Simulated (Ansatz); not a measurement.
Candidates (primitive cells; geometry: cell and atoms relaxed with PBEsol):
A. GaP (F-43m), a = b = c = 3.8456 Å, α = β = γ = 60.00°
B. InP (F-43m), a = b = c = 4.157 Å, α = β = γ = 60.00°
C. AlP (F-43m), a = 3.868 Å, b = 3.868 Å, c = 3.868 Å, α = 60.00°, β = 60.00°, γ = 60.00°

### Question
Order them by Seebeck coefficient, n-type 1e19 cm⁻³ (lowest first) at the level HSE06 with spin-orbit coupling, rigid bands run with Ansatz (a quantum-chemistry and plane-wave program).

### Answer
A (-329 μV/K), C (-260 μV/K), B (-61 μV/K)

Seebeck coefficients are for the stated density at 300 K, with one relaxation time for all states and whether or not that doping can be reached.
